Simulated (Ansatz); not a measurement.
# Effect of uniaxial strain ε_zz = +0.79 % on SnO2

The parent structure is SnO2 in the rutile structure (space group P4_2/mnm, No. 136; a = 4.760 Å, c = 3.201 Å). Axes: x, y, z lie along a, b, c of the conventional cell.

One thing is altered: the cell is stretched by 0.79 % along z with no lateral relaxation, atoms relaxed at fixed cell.

All numbers come from r2SCAN (Ansatz, a program for electronic structure), no SOC. Γ-centred 7×7×10 mesh, Fermi–Dirac width 0.05 eV.

```json
[
 {"quantity": "volume per atom", "base": "12.09 Å³", "changed": "12.18 Å³", "shift": "+0.095 Å³"},
 {"quantity": "shortest interatomic distance", "base": "2.059 Å", "changed": "2.061 Å", "shift": "+0.002 Å"},
 {"quantity": "energy relative to the base (free energy F)", "base": "0 meV/atom", "changed": "+1.0 meV/atom", "shift": "+1.0 meV/atom"},
 {"quantity": "pressure (mean of the normal stresses, compression positive)", "base": "0.00 GPa", "changed": "-1.90 GPa", "shift": "-1.907 GPa"},
 {"quantity": "band gap", "base": "1.77 eV", "changed": "1.65 eV", "shift": "-0.113 eV"},
 {"quantity": "gap character", "base": "direct at Γ", "changed": "direct at Γ", "shift": "–"},
 {"quantity": "width of the top valence band", "base": "1.26 eV", "changed": "1.25 eV", "shift": "-0.01 eV"},
 {"quantity": "electron mass", "base": "0.19 mₑ along c, 0.22 mₑ across (at Γ)", "changed": "0.19 mₑ along z, 0.22 mₑ across (at Γ)", "shift": "–"},
 {"quantity": "hole mass", "base": "1.7 mₑ along c, 1.3 mₑ across (at Γ)", "changed": "1.7 mₑ along z, 1.3 mₑ across (at Γ)", "shift": "–"},
 {"quantity": "valence-band top at Γ (three highest levels, from the VBM)", "base": "0.00, -0.77, -0.77 eV", "changed": "0.00, -0.75, -0.75 eV", "shift": "–"},
 {"quantity": "stress (xx, yy, zz, yz, xz, xy; compression positive)", "base": "–", "changed": "(-1.17, -1.17, -3.36, 0.00, 0.00, 0.00) GPa", "shift": "–"}
]
```

Masses are band curvatures over ±0.01 Å⁻¹ around the edge. No phonon test of stability was made. The base started in Pnnm and relaxed to P4_2/mnm at this level.
